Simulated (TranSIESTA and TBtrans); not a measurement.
Run with TranSIESTA and TBtrans (open boundaries, self-consistent; PseudoDojo norm-conserving potentials, scalar-relativistic): PAO.BasisSize DZP, PAO.EnergyShift 0.15 eV, XC.Authors PBE, Mesh.Cutoff 200 Ry, ElectronicTemperature 300 K, TS.Voltage 0.0 eV, TBT.Elecs.Eta 0.001 eV, no spin polarisation.

System: Pb chain with one bond stretched by 1.0 Å. Leads: straight Pb chain, spacing 2.85 Å. Geometry: as built, not relaxed.

Question: Predict: conductance at 300 K (G0 = 2e²/h); mean T from −0.5 to 0.5 eV.

Answer: conductance at 300 K (G0 = 2e²/h): 1.68; mean T from −0.5 to 0.5 eV: 1.48. The straight chain is held at its spacing; free chains may zigzag or dimerise. No spin-polarised start was tried, so a magnetic state, if there is one, is missed. Spin-orbit coupling, left out here, matters for the heavy atoms.
